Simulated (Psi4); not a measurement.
Psi4 1.11, BP86/def2-svp: Mo(S)2(Cl)(Me) ([CH3][Mo](=[S])(=[S])[Cl]), 8 atoms. The geometry is a generated start, not checked to be a minimum at this level.

| Property | Result |
|---|---|
| task | energy |
| method | bp86 |
| basis | def2-svp |
| memory | 3 GB |
| maxiter | 100 |
| keys of the molecule block | symmetry c1 |
| scf_type | df (default) |
| e_convergence | 1e-06 (default) |
| d_convergence | 1e-06 (default) |
| dft_radial_points | 75 (default) |
| dft_spherical_points | 302 (default) |
| effective core potentials | those of the basis set, past Kr |
| basis functions | 114 |
| grid points | 172321 |

```xyz
8

Mo     0.7073     0.7541    -0.0102
S      2.0276     0.0885    -1.5690
S      1.6873     0.4303     1.8699
Cl    -0.2807     2.6364    -0.2818
C     -0.8049    -0.7756     0.0046
H     -0.5358    -1.6834    -0.5485
H     -1.7061    -0.3605    -0.4809
H     -1.0946    -1.0897     1.0159
```

Charge 0 and multiplicity 1 are set for this test and not shown to be the ground state.

With the defaults (diis = true, scf_initial_accelerator = adiis, damping_percentage = 0, guess = auto, which took SAD, diis_max_vecs = 10, soscf = false, soscf_start_convergence = 0.01) it converges in 13 SCF iterations. One run each on 2 threads, with these changes:
- scf_initial_accelerator = none
- guess = huckel
- diis = false, scf_initial_accelerator = none, damping_percentage = 60
- diis_max_vecs = 6
- guess = gwh
- guess = sapgau
- soscf = true, soscf_start_convergence = 0.1
- diis_max_vecs = 3
- diis_max_vecs = 20

Problem. Name the settings that don't reach the solution of the defaults.

Solution. No convergence: diis = false, scf_initial_accelerator = none, damping_percentage = 60 (the run ends without SCF convergence in 100 iterations). The rest reach the solution of the defaults.

```json
[
 {"setting": "soscf = true, soscf_start_convergence = 0.1", "SCF iterations": "10", "JK calls": "46", "end": "same solution"},
 {"setting": "diis_max_vecs = 20", "SCF iterations": "12", "JK calls": "13", "end": "same solution"},
 {"setting": "the defaults", "SCF iterations": "13", "JK calls": "14", "end": "same solution"},
 {"setting": "scf_initial_accelerator = none", "SCF iterations": "13", "JK calls": "14", "end": "same solution"},
 {"setting": "guess = huckel", "SCF iterations": "14", "JK calls": "48", "end": "same solution"},
 {"setting": "diis_max_vecs = 6", "SCF iterations": "14", "JK calls": "15", "end": "same solution"},
 {"setting": "guess = gwh", "SCF iterations": "17", "JK calls": "17", "end": "same solution"},
 {"setting": "guess = sapgau", "SCF iterations": "23", "JK calls": "23", "end": "same solution"},
 {"setting": "diis_max_vecs = 3", "SCF iterations": "52", "JK calls": "53", "end": "same solution"},
 {"setting": "diis = false, scf_initial_accelerator = none, damping_percentage = 60", "SCF iterations": "100", "JK calls": "101", "end": "no convergence"}
]
```

An SOSCF iteration holds several JK calls; a Hückel guess adds calls on atoms. 1 further run of the study ended by our limits or in an error and is left out.
